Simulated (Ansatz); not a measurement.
**A computed series for GaN: response to strain**

Consider GaN in the zinc blende structure (space group F-43m, No. 216; a = 4.455 Å). Axes: x, y, z lie along the cube axes.

Strains are applied to the cell and any free atomic positions relax.

Level of theory: LDA (Ansatz, a quantum-chemistry and plane-wave program), without spin-orbit coupling.

Notes on the quantities. energy relative to the base: free energy F; pressure: mean of the normal stresses, compression positive.

```
change                       band gap  shortest interatomic distance  energy relative to the base  pressure
---------------------------  --------  -----------------------------  ---------------------------  --------
base                          1.96 eV                        1.929 Å                   0 meV/atom  0.00 GPa
tensor shear ε_xy = +1.14 %   1.87 eV                        1.924 Å                +2.9 meV/atom  0.03 GPa
tensor shear ε_xy = +0.57 %   1.91 eV                        1.926 Å                +0.7 meV/atom  0.01 GPa
tensor shear ε_xy = +0.29 %   1.93 eV                        1.928 Å                +0.2 meV/atom  0.00 GPa
tensor shear ε_xy = +1.71 %   1.81 eV                        1.921 Å                +6.5 meV/atom  0.06 GPa
tensor shear ε_xy = +0.86 %   1.89 eV                        1.925 Å                +1.6 meV/atom  0.02 GPa
tensor shear ε_xy = +2.00 %   1.78 eV                        1.920 Å                +8.9 meV/atom  0.08 GPa
tensor shear ε_xy = +1.43 %         …                              …                            …  0.04 GPa
```

### Question
What belongs in the blanks?

### Answer

- tensor shear ε_xy = +1.43 %, band gap: 1.84 eV
- tensor shear ε_xy = +1.43 %, shortest interatomic distance: 1.922 Å
- tensor shear ε_xy = +1.43 %, energy relative to the base: +4.5 meV/atom

Stability against distortions was not tested. This is not the structure that GaN has at room temperature and ambient pressure.
